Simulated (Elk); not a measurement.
Band structure of LaIn₅Rh (P4/mmm, 7 atoms in the cell).

```
CELL_PARAMETERS angstrom
      4.64255     0.00000     0.00000
      0.00000     4.64255     0.00000
      0.00000     0.00000     7.53034
ATOMIC_POSITIONS crystal
  La 0.00000 0.00000 0.00000
  In 0.50000 0.50000 0.00000
  In 0.50000 0.00000 0.69223
  In 0.50000 0.00000 0.30777
  In 0.00000 0.50000 0.69223
  In 0.00000 0.50000 0.30777
  Rh 0.00000 0.00000 0.50000
```

Computed with PBEsol, all-electron FP-LAPW, Elk's shipped species files, APW+lo basis with extra local orbitals in Elk 10.2.4.

Settings: xctype = 22; rgkmax = 8; swidth = 0.00183747 Ha; ngridk = 5 5 3; gmaxvr = 14 1/bohr; nxlo = 2; lorbcnd = true; rmtscf = 0.93; lmaxi = 3; maxscl = 100.

The starting cell comes from a database of computed structures (which also holds hypothetical and non-ambient phases and stackings), without a prior relaxation at this level. Its lattice was rescaled by a random factor within 2.5 % of one. Spin polarisation is off. Values depend on the basis (sphere radii, cutoffs, local orbitals), which need not be converged.

Levels in eV from the Fermi level, bands 58 to 65:
| point | 58 | 59 | 60 | 61 | 62 | 63 | 64 | 65 |
|---|---|---|---|---|---|---|---|---|
| Γ | -1.49 | -1.49 | -0.94 | 0.70 | 0.70 | 1.17 | 1.37 | 1.37 |
| X | -2.01 | -1.76 | -0.99 | 0.60 | 0.79 | 1.30 | 1.64 | 1.83 |
| M | -1.89 | -1.44 | -1.44 | -1.32 | -1.30 | -1.30 | 0.20 | 2.07 |
| Z | -1.74 | -1.74 | -1.21 | -0.10 | 0.36 | 0.36 | 2.08 | 2.08 |
| R | -1.78 | -1.41 | -1.12 | -0.40 | -0.05 | 0.24 | 1.26 | 1.72 |
| A | -1.88 | -1.54 | -1.54 | -1.24 | -0.94 | -0.94 | 0.67 | 1.74 |

Bands cross the Fermi level along this path, so the cell is metallic at this level.
